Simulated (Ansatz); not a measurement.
The starting structures come from a database of crystals and need not be the phases stable at ambient conditions.

Inside the gap of an insulator the Bloch states are evanescent, with a wavenumber k + iκ along the transport direction.

Here is the system:

```
K2PbH6O6
1.0
    5.87827     0.00000     0.00000
   -1.80209     8.74379     0.00000
    2.03809     4.37189     3.35959
K H Pb O
2 6 1 6
Cartesian
  2.84286   2.49711   0.00000
  1.23332   6.24668   0.00000
  0.38593   8.98149   1.54222
  5.72835   4.13419   1.81737
  0.05399   2.66720   0.32474
  6.06029  10.44848   3.03485
  3.85492   5.03218   1.49263
  2.25936   8.08350   1.86696
  0.00000   0.00000   0.00000
  5.32679   9.20467   1.77359
  0.78749   3.91101   1.58599
  1.80082   6.52667   2.88766
  4.31346   6.58901   0.47192
  3.82813   4.21866   2.05791
  2.28615   8.89702   1.30167
```

Space group of this cell: R-3. The cell is taken as given; by PBEsol its mean pressure is -2.8 GPa.

Transport runs along the normal of the first two printed cell vectors, the (110) plane of the conventional cell.

The gap is the functional's own, uncorrected, and κ follows it; spin-orbit coupling is left out. Mid-gap values are interpolated between the computed energies.

Q: Estimate the band gap and the smallest decay constant κ at mid-gap that PBEsol (Ansatz, a program for electronic structure) returns for this system.

A: Gap 2.06 eV on a 10×10×10 mesh; κ = 0.291 1/Å, at the zone centre.
